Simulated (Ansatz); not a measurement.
The parent structure is ZnO in the wurtzite structure (space group P6_3mc, No. 186; a = 3.187 Å, c = 5.153 Å). Axes: x lies along a and z along c of the hexagonal cell.

Level of theory: LDA (Ansatz, a first-principles code, PAW, scalar-relativistic without spin-orbit coupling).

Before the change:

Valence-band top at Γ: 0.00, 0.00, -0.11 eV
Band gap: 0.80 eV

The change: compressive biaxial strain of 1.20 % in the plane normal to [001], as in epitaxy on a mismatched substrate; the out-of-plane cell vector and the atoms relax.

### Question
What does the calculation give for the valence-band top at Γ after the change?

### Answer
The valence-band top at Γ (three highest levels, from the VBM) becomes 0.00, 0.00, -0.13 eV (base: 0.00, 0.00, -0.11 eV).

### Question
What happens to the ratio −ε⊥/ε∥?

### Answer
The ratio −ε⊥/ε∥ is 1.02.

### Question
Estimate the effect on the band gap.

### Answer
The band gap shrinks by 0.02 eV (0.80 eV → 0.78 eV).

Gaps are Kohn–Sham eigenvalue differences; semilocal functionals usually give less than the measured gap. Stability against distortions was not tested.
